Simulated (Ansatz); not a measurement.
Data:

```
CELL_PARAMETERS angstrom
      0.00000     2.71921     2.71921
      2.71921     0.00000     2.71921
      2.71921     2.71921     0.00000
ATOMIC_POSITIONS crystal
  P  0.25000 0.25000 0.25000
  Ga 0.00000 0.00000 0.00000
```

No spin polarisation.

0.402 electrons added to each cell, a density of 1.0×10^22 cm⁻³, with a uniform compensating background at fixed cell and a 300 K Fermi–Dirac width.

The values are results of PBEsol, PAW, 420 eV (Ansatz, a program for electronic structure; no spin-orbit coupling), not measurements. Settings: 24×24×24 k-points, 0.0259 eV Fermi–Dirac smearing.

Task: Estimate the gap between the host's bands.

Result: 1.32 eV.

Task: Estimate the Fermi level relative to the doped band's edge (positive inside the band; to 0.05 eV).

Result: +0.85 eV.

Charged cell with a jellium background: band edges are those of the host's band count, energies are not comparable with the neutral cell, and many-body gap narrowing is missing. Stability against distortions was not tested. The cell was made from GaP in the zinc blende structure (space group F-43m, No. 216) by this change: electrons 1.0×10^22 cm⁻³.
